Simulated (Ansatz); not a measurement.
The reference is HgS in the zinc blende structure (space group F-43m, No. 216).

```yaml
crystal:
  lattice:
    - [0.00000, 2.90597, 2.90597]
    - [2.90597, 0.00000, 2.90597]
    - [2.90597, 2.90597, 0.00000]
  atoms:
    - { symbol: Hg, position: [0.00000, 0.00000, 0.00000] }
    - { symbol: S, position: [0.25000, 0.25000, 0.25000] }
```

Cartesian axes are those of the cell as printed.

Level of theory: Kohn–Sham DFT with the LDA functional, run in Ansatz (a quantum-chemistry and plane-wave program) with PAW and 420 eV plane waves, without spin-orbit coupling.

Strains are applied to the cell and any free atomic positions relax; under biaxial strain the out-of-plane vector relaxes too.

One change was made to it. Results:

| quantity | base | after |
|---|---|---|
| volume per atom | 24.54 Å³ | 24.04 Å³ |
| pressure (mean of the normal stresses, compression positive) | 0.0 GPa | 1.3 GPa |
| energy relative to the base (free energy F) | 0 meV/atom | +6.4 meV/atom |

Problem. Which change produced these results?
A) biaxial strain −2.08 %, plane normal [111], relaxed out of plane
B) biaxial strain +1.25 %, plane normal [111], relaxed out of plane
C) biaxial strain −0.42 %, plane normal [111], relaxed out of plane

Solution. A, biaxial strain −2.08 %, plane normal [111], relaxed out of plane. For comparison, the energy relative to the base in the other runs: biaxial strain +1.25 %, plane normal [111], relaxed out of plane gives +2.4 meV/atom; biaxial strain −0.42 %, plane normal [111], relaxed out of plane gives +0.3 meV/atom.

A case with no gap was solved on a k-mesh chosen for an insulator, which is coarse for it. No phonon test of stability was made. All final runs are without spin polarisation.
